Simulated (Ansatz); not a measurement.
Take InAs in the zinc blende structure (space group F-43m, No. 216; a = 6.186 Å) as the base.

(Cell as relaxed with PBE.)

Levels (all Ansatz, a first-principles code, PAW): PBE (420 eV, spin-orbit coupling left out); r2SCAN (500 eV, spin-orbit coupling left out).

Each level relaxes its own structure.

```csv
base,PBE,r2SCAN
volume per atom,29.59 Å³,28.50 Å³
lattice parameter a,11.690 bohr,11.545 bohr
band gap,zero,0.08 eV
```

Now apply this change: the cell is scaled by 1.0187 in all directions, atoms relaxed at fixed cell.

| quantity | PBE | r2SCAN |
|---|---|---|
| energy relative to the base (free energy F) | +13 meV/atom | (withheld) |
| pressure | -2.4 GPa | (withheld) |
| band gap | zero | (withheld) |

Q: Predict the r2SCAN column.

A: 
- energy relative to the base (free energy F), r2SCAN: +15 meV/atom
- pressure, r2SCAN: -2.8 GPa
- band gap, r2SCAN: zero

PBE's energy relative to the base lies 1.8 meV/atom below r2SCAN's; PBE's pressure lies 0.4 GPa above r2SCAN's; the two agree on the band gap. Neither level is exact; r2SCAN is the comparison here, not a measurement.

A case with no gap was solved on a k-mesh chosen for an insulator, which is coarse for it. The cells carry an imposed strain or load. No phonon test of stability was made. All final runs are without spin polarisation. A zero or small gap of InAs can be the functional's error rather than a property of the material.
